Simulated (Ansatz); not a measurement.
The parent structure is MgTe in the zinc blende structure (space group F-43m, No. 216; a = 6.439 Å). Axes: x, y, z lie along the cube axes.

Level of theory: PBEsol (Ansatz, a program for electronic structure; PAW; 420 eV plane waves; no SOC).

Perturbation: an isotropic linear strain of −0.50 %, atoms relaxed at fixed cell.

Problem. Predict the stress tensor and what it implies for the stiffness.

Solution. Stress of the strained cell less that of the base (GPa, compression positive):
```
   0.56    0.00    0.00
   0.00    0.56    0.00
   0.00    0.00    0.56
```

Then B = −ΔP/(ΔV/V₀) with ΔV/V₀ = -0.0149 gives secant stiffness values (nonlinear terms included at this strain): B ≈ 38 GPa.

Stability against distortions was not tested.
